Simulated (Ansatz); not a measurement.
The reference is Lu in the hcp (Mg type) structure (space group P6_3/mmc, No. 194; a = 3.443 Å, c = 5.367 Å; relaxed with 0.1 eV smearing). Axes: x lies along a and z along c of the hexagonal cell.

The values are results of plane-wave PAW DFT at the PBEsol level (Ansatz, an electronic-structure program, 420 eV), without spin-orbit coupling, not measurements.

It is then changed as follows: a pure shear with ε_xz = ε_zx = 0.0200, atoms relaxed at fixed cell.

Task: Estimate the effect on the energy relative to the base.

Result: The energy increases by 4.6 meV/atom.

Task: How does this affect the stress?

Result: The stress (xx, yy, zz, yz, xz, xy; compression positive) is (0.0, 0.0, 0.1, 0.0, -1.3, 0.0) GPa.

The cells carry an imposed strain or load. No phonon test of stability was made.
